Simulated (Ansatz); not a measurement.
Consider Cu₃N (space group Pm-3m, No. 221).

```
Cu3N
1.0
    3.76491     0.00000     0.00000
    0.00000     3.76491     0.00000
    0.00000     0.00000     3.76491
Cu N
3 1
Direct
  0.50000   0.00000   0.00000
  0.00000   0.50000   0.00000
  0.00000   0.00000   0.50000
  0.00000   0.00000   0.00000
```

Cartesian axes are those of the cell as printed.

The values are results of PBEsol (Ansatz, a quantum-chemistry and plane-wave program, PAW, scalar-relativistic without spin-orbit coupling), not measurements.

Modification: an isotropic linear strain of −3.00 %; the atoms relax in the strained cell.

Task: Predict the stress tensor and what it implies for the stiffness.

Result: Stress of the strained cell less that of the base (GPa, compression positive):
```
   15.1     0.0     0.0
    0.0    15.1     0.0
    0.0     0.0    15.1
```

Then B = −ΔP/(ΔV/V₀) with ΔV/V₀ = -0.0873 gives secant stiffness values (nonlinear terms included at this strain): B ≈ 173 GPa.

As a check, the harmonic strain energy −½ V₀ Δσ:ε is 57 meV/atom; the computed energy rise is 51 meV/atom.

Whether these cells are dynamically stable was not tested. The final runs are not spin-polarised.
